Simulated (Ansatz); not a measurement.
**A computed series for Be: response to strain**

Start from Be in the hcp (Mg type) structure (space group P6_3/mmc, No. 194; relaxed with 0.1 eV smearing).

```
CELL_PARAMETERS angstrom
      2.25515     0.00000     0.00000
     -1.12758     1.95302     0.00000
      0.00000     0.00000     3.55800
ATOMIC_POSITIONS crystal
  Be 0.66667 0.33333 0.75000
  Be 0.33333 0.66667 0.25000
```

Cartesian axes are those of the cell as printed.

Strains are applied to the cell and any free atomic positions relax.

Calculations: Ansatz (an electronic-structure program), PBEsol, PAW, cutoff 420 eV, spin-orbit coupling left out.

Notes on the quantities. pressure: mean of the normal stresses, compression positive; energy relative to the base: free energy F.

```
case                            pressure  energy relative to the base  shortest interatomic distance
------------------------------  --------  ---------------------------  -----------------------------
base                             0.0 GPa                   0 meV/atom                       220.5 pm
uniaxial strain ε_xx = −2.50 %   3.2 GPa                +5.3 meV/atom                       219.5 pm
uniaxial strain ε_xx = −2.00 %   2.5 GPa                +3.4 meV/atom                       219.7 pm
uniaxial strain ε_xx = −1.50 %   1.9 GPa                +1.9 meV/atom                       219.9 pm
uniaxial strain ε_xx = −1.00 %   1.2 GPa                +0.8 meV/atom                       220.1 pm
uniaxial strain ε_xx = −0.50 %   0.6 GPa                +0.2 meV/atom                       220.2 pm
uniaxial strain ε_xx = +0.50 %  -0.6 GPa                +0.2 meV/atom                       220.6 pm
uniaxial strain ε_xx = +1.00 %  -1.2 GPa                +0.8 meV/atom                       220.8 pm
uniaxial strain ε_xx = +2.00 %  -2.3 GPa                +2.9 meV/atom                       221.2 pm
uniaxial strain ε_xx = +2.50 %  -2.8 GPa                +4.5 meV/atom                       221.4 pm
```

Stability against distortions was not tested.
